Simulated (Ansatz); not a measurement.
The reference is Pd in the fcc (Cu type) structure (space group Fm-3m, No. 225; a = 3.8777 Å; relaxed with 0.1 eV smearing). Axes: x, y, z lie along the cube axes.

Method: plane-wave PAW DFT at the PBEsol level (Ansatz, a program for electronic structure, 420 eV), no spin-orbit coupling.

Base values:

```
Quantity    Value
--------  -------
Pressure  0.0 GPa
Band gap     zero
```

Perturbation: uniaxial strain ε_yy = −2.96 %, all other strain components held at zero; the atoms relax in the strained cell.

**Question.** Estimate the effect on the energy relative to the base, pressure and band gap.

**Answer.** The energy grows by 10 meV/atom; the pressure (mean of the normal stresses, compression positive) goes from zero to 6.7 GPa; the band gap is still zero.

No phonon test of stability was made. All final runs are without spin polarisation.
